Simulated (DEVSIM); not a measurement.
System: abrupt InP p-n junction, at 400 K.

Layer 1 from the left is InP, thickness (μm) 2.40, Na (cm⁻³) 1.7e16, τn (s) 2.2e-9, τp (s) 2.2e-9. Layer 2 from the left is InP, thickness (μm) 2.20, Nd (cm⁻³) 1.2e14, τn (s) 2.2e-9, τp (s) 2.2e-9.

Left contact: ohmic. Right contact: ohmic. Voltage is applied to the left contact. Recombination: SRH at mid-gap, radiative, Auger. Mobility is constant in doping.

This is a model device: material constants are rounded textbook-type values typed into the input, and sizes, dopings and lifetimes were drawn at random. Values at 300 K; Nc and Nv go as T^1.5, mobilities as T to minus their exponent, the gap by Varshni's rule with the affinity fixed.

InP: gap (eV) 1.344, affinity (eV) 4.38, permittivity 12.5, Nc (cm⁻³) 5.7e17, Nv (cm⁻³) 1.1e19, μn (cm²/Vs) 5200, μp (cm²/Vs) 170, T exponent of μn 2, T exponent of μp 2, B (cm³/s) 1.2e-10, Cn (cm⁶/s) 9e-31, Cp (cm⁶/s) 9e-31, Varshni α (eV/K) 0.000363, Varshni β (K) 162.

Simulated with DEVSIM: 1D drift-diffusion, Boltzmann statistics, complete ionisation; no tunnelling, impact ionisation, image-force lowering or self-heating.

### Question
What does the simulation give for the potential step across the device at zero bias, the dark forward voltage at 1 A/cm², the dark forward voltage at 100 A/cm²?

### Answer
potential step across the device at zero bias 0.767 V; dark forward voltage at 1 A/cm² 0.617 V; dark forward voltage at 100 A/cm² 0.914 V.
